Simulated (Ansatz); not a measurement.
Take CdCu$_{2}$GeSe$_{4}$ (space group I-42m, No. 121; a = 5.730 Å, c = 11.024 Å) as the base. Axes: x, y, z lie along a, b, c of the conventional cell.

Level of theory: Kohn–Sham DFT with the PBEsol functional, run in Ansatz (an electronic-structure program) with PAW and 420 eV plane waves, scalar-relativistic without spin-orbit coupling.

Strains are applied to the cell and any free atomic positions relax.

One change was made to it. Results:

```tsv
quantity	base	after
pressure (mean of the normal stresses, compression positive)	0.0 GPa	-0.5 GPa
energy relative to the base (free energy F)	0 meV/atom	+0.3 meV/atom
band gap	zero	zero
```

Task: Name the change that was made.
A) uniaxial strain ε_xx = +2.25 %
B) uniaxial strain ε_xx = +3.00 %
C) uniaxial strain ε_xx = +0.75 %

Result: C, uniaxial strain ε_xx = +0.75 %. For comparison, the energy relative to the base in the other runs: uniaxial strain ε_xx = +3.00 % gives +5.4 meV/atom; uniaxial strain ε_xx = +2.25 % gives +3.1 meV/atom.

No phonon test of stability was made. All final runs are without spin polarisation. Gaps under 0.05 eV, about the width of the smearing, are given as zero. A zero or small gap of CdCu2GeSe4 can be the functional's error rather than a property of the material.
